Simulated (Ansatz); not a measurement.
Results of PBE-D3(BJ) (Ansatz, an electronic-structure program, plane waves, PAW) for TaSi2 (P6₂22, No. 180).

Numerical settings: plane-wave cutoff 520 eV, scalar-relativistic PAW data made under PBE.

Computed at the level's own relaxed cell.

Q: Predict the lattice parameter a and c axis length.

A: 
lattice parameter a: 4.747 Å
c axis length: 6.542 Å

Spin–orbit coupling is not included.

Computing time: roughly 3 core-minutes.
